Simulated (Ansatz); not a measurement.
Electronic density of states of amorphous Ti₁₀Al₁₂O₃₈, density 3.18 g/cm³, on a 2×2×2 Γ-centred mesh with a Gaussian width of 0.1 eV; energies count from the Fermi level, whose place inside the gap is arbitrary. Cell and mesh are small, so fine structure isn't converged. All values below come from PBE, scalar-relativistic without spin-orbit coupling (plane waves to 420 eV, PAW; Ansatz, an electronic-structure program). Sampling: a 2×2×2 Γ-centred mesh; Fermi-Dirac width 0.02 eV; no spin polarisation. At PBE the levels at the filled edge of the gap are localised (band-tail or defect states), and the nearest spread-out levels lie 3.0 eV apart at the zone centre.

It comes from a melt-quench run on a machine-learned potential (CHGNet), relaxed afterwards by DFT. O atoms were pushed apart under 1.9 Å during the dynamics, to hinder bonds among them. It is the lowest in DFT energy of 2 quenches. It is a model cell: composition and starting density were chosen by hand, and all elements were melted together. No dispersion term was used. Its density started from a set value of 3.15 and ended at 3.18 g/cm³. Cooling (nominally 140 K/ps over its main leg) ran many orders faster than in experiment, which tends to leave more defects and strain. A cell of this size samples the disorder only roughly. The volume was free in the relaxation, at fixed shape. Stress components on the final sampling reach 1.8 GPa.

(E - EF (eV), states/(eV atom)): (-12.00, 0.00); (-11.90, 0.00); (-11.80, 0.00); (-11.70, 0.00); (-11.60, 0.00); (-11.50, 0.00); (-11.40, 0.00); (-11.30, 0.00); (-11.20, 0.00); (-11.10, 0.00); (-11.00, 0.00); (-10.90, 0.00); (-10.80, 0.00); (-10.70, 0.00); (-10.60, 0.00); (-10.50, 0.00); (-10.40, 0.00); (-10.30, 0.00); (-10.20, 0.00); (-10.10, 0.00); (-10.00, 0.00); (-9.90, 0.00); (-9.80, 0.00); (-9.70, 0.00); (-9.60, 0.00); (-9.50, 0.00); (-9.40, 0.00); (-9.30, 0.00); (-9.20, 0.00); (-9.10, 0.00); (-9.00, 0.00); (-8.90, 0.00); (-8.80, 0.00); (-8.70, 0.00); (-8.60, 0.00); (-8.50, 0.00); (-8.40, 0.00); (-8.30, 0.00); (-8.20, 0.00); (-8.10, 0.00); (-8.00, 0.00); (-7.90, 0.00); (-7.80, 0.00); (-7.70, 0.00); (-7.60, 0.00); (-7.50, 0.01); (-7.40, 0.07); (-7.30, 0.18); (-7.20, 0.22); (-7.10, 0.25); (-7.00, 0.38); (-6.90, 0.40); (-6.80, 0.32); (-6.70, 0.32); (-6.60, 0.34); (-6.50, 0.30); (-6.40, 0.24); (-6.30, 0.25); (-6.20, 0.32); (-6.10, 0.35); (-6.00, 0.43); (-5.90, 0.56); (-5.80, 0.63); (-5.70, 0.69); (-5.60, 0.72); (-5.50, 0.72); (-5.40, 0.77); (-5.30, 0.80); (-5.20, 0.78); (-5.10, 0.72); (-5.00, 0.71); (-4.90, 0.71); (-4.80, 0.74); (-4.70, 0.79); (-4.60, 0.77); (-4.50, 0.75); (-4.40, 0.77); (-4.30, 0.76); (-4.20, 0.75); (-4.10, 0.78); (-4.00, 0.81); (-3.90, 0.80); (-3.80, 0.76); (-3.70, 0.82); (-3.60, 0.85); (-3.50, 0.88); (-3.40, 0.88); (-3.30, 0.85); (-3.20, 0.80); (-3.10, 0.74); (-3.00, 0.81); (-2.90, 0.88); (-2.80, 0.87); (-2.70, 0.87); (-2.60, 0.80); (-2.50, 0.75); (-2.40, 0.75); (-2.30, 0.76); (-2.20, 0.76); (-2.10, 0.73); (-2.00, 0.65); (-1.90, 0.59); (-1.80, 0.47); (-1.70, 0.42); (-1.60, 0.51); (-1.50, 0.39); (-1.40, 0.15); (-1.30, 0.16); (-1.20, 0.12); (-1.10, 0.02); (-1.00, 0.00); (-0.90, 0.00); (-0.80, 0.00); (-0.70, 0.00); (-0.60, 0.00); (-0.50, 0.00); (-0.40, 0.00); (-0.30, 0.00); (-0.20, 0.00); (-0.10, 0.00); (0.00, 0.00); (0.10, 0.00); (0.20, 0.00); (0.30, 0.00); (0.40, 0.00); (0.50, 0.00); (0.60, 0.00); (0.70, 0.00); (0.80, 0.00); (0.90, 0.00); (1.00, 0.00); (1.10, 0.02); (1.20, 0.13); (1.30, 0.25); (1.40, 0.38); (1.50, 0.53); (1.60, 0.56); (1.70, 0.47); (1.80, 0.51); (1.90, 0.62); (2.00, 0.60); (2.10, 0.53); (2.20, 0.56); (2.30, 0.62); (2.40, 0.62); (2.50, 0.64); (2.60, 0.62); (2.70, 0.46); (2.80, 0.39); (2.90, 0.47); (3.00, 0.47); (3.10, 0.35); (3.20, 0.22)

The level gap on this mesh is 2.49 eV; the broadening fills part of it in the curve.
